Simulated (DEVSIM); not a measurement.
System: illuminated InP p-on-n cell, one wavelength, at 300 K.

```
layer (left to right)  material  thickness (μm)  Nd (cm⁻³)  Na (cm⁻³)   τn (s)   τp (s)  absorption coefficient (cm⁻¹)
---------------------  --------  --------------  ---------  ---------  -------  -------  -----------------------------
1                           InP           0.110          -     1.1e18  2.8e-10  1.8e-10                          36000
2                           InP            4.90     3.9e15          -   9.6e-9   9.6e-9                          36000
```

Left contact: ohmic, minority electron recombination velocity 1000 cm/s. Right contact: ohmic, minority hole recombination velocity 3000 cm/s. Voltage is applied to the left contact. Recombination: SRH at mid-gap, radiative, Auger. Light enters at the left, 5.6e17 photons cm⁻² s⁻¹, one pass, no reflection. Mobility is μmin + (μ − μmin)/(1 + (N/Nref)^α).

The device is made up for the run: typed textbook-type constants, with dimensions and the other settings drawn at random. Values at 300 K.

| parameter | InP |
|---|---|
| gap (eV) | 1.344 |
| affinity (eV) | 4.38 |
| permittivity | 12.5 |
| Nc (cm⁻³) | 5.7e17 |
| Nv (cm⁻³) | 1.1e19 |
| μn (cm²/Vs) | 5200 |
| μp (cm²/Vs) | 170 |
| μn,min | 400 |
| μp,min | 10 |
| Nref,n | 3e17 |
| Nref,p | 4.9e17 |
| αn | 0.47 |
| αp | 0.62 |
| B (cm³/s) | 1.2e-10 |
| Cn (cm⁶/s) | 9e-31 |
| Cp (cm⁶/s) | 9e-31 |

Model (solved in DEVSIM): 1D drift-diffusion, Boltzmann statistics, complete ionisation; no tunnelling, impact ionisation, image-force lowering or self-heating.

The doping Nd of layer 2 was swept, all else fixed.

| doping Nd of layer 2 (cm^-3) | dark forward voltage at 100 A/cm² (V) | largest power (mW/cm²) | open-circuit voltage (V) | dark forward voltage at 1 A/cm² (V) |
|---|---|---|---|---|
| 1.2e14 | 1.109 | 57.6 | 0.787 | 0.887 |
| 3.9e14 | 1.110 | 60.0 | 0.813 | 0.898 |
| 1.2e15 | 1.113 | 62.2 | (withheld) | (withheld) |
| 3.9e15 | 1.117 | 64.0 | 0.871 | 0.942 |
| 1.2e16 | 1.124 | 65.5 | 0.900 | 0.970 |
| 3.9e16 | 1.135 | 66.8 | 0.930 | 1.000 |
| 1.2e17 | 1.151 | 67.7 | 0.957 | 1.025 |

### Question
Fill in the missing entries.

### Answer

- 1.2e15, open-circuit voltage (V): 0.840
- 1.2e15, dark forward voltage at 1 A/cm² (V): 0.917
